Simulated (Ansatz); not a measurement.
Start from SnSe₂ in the CdI2 type structure (space group P-3m1, No. 164; layered, stacked along the Cartesian z axis).

```yaml
crystal:
  lattice:
    - [3.79364, 0.00000, 0.00000]
    - [-1.89682, 3.28539, 0.00000]
    - [0.00000, 0.00000, 5.74382]
  atoms:
    - { symbol: Sn, position: [0.00000, 0.00000, 0.00000] }
    - { symbol: Se, position: [0.33333, 0.66667, 0.27602] }
    - { symbol: Se, position: [0.66667, 0.33333, 0.72398] }
```

Cartesian axes are those of the cell as printed.

Method: DFT with PBEsol-D3(BJ), PAW potentials and a 420 eV plane-wave cutoff in Ansatz (a quantum-chemistry and plane-wave program), no SOC.

Strains are applied to the cell and any free atomic positions relax.

One change was made to it. Results:

```json
[
 {"quantity": "pressure (mean of the normal stresses, compression positive)", "base": "0.0 GPa", "after": "0.6 GPa"},
 {"quantity": "energy relative to the base (free energy F)", "base": "0 meV/atom", "after": "+0.9 meV/atom"}
]
```

### Question
What was done to the base?
A. uniaxial strain ε_xx = −1.00 %
B. uniaxial strain ε_xx = +1.50 %
C. uniaxial strain ε_xx = +2.00 %
D. uniaxial strain ε_xx = −3.00 %

### Answer
A, uniaxial strain ε_xx = −1.00 %. For comparison, the pressure in the other runs: uniaxial strain ε_xx = +2.00 % gives -1.1 GPa; uniaxial strain ε_xx = +1.50 % gives -0.9 GPa; uniaxial strain ε_xx = −3.00 % gives 1.9 GPa.

The mesh was chosen for an insulator and is coarse for the gapless case. Stability against distortions was not tested. The final runs are not spin-polarised.
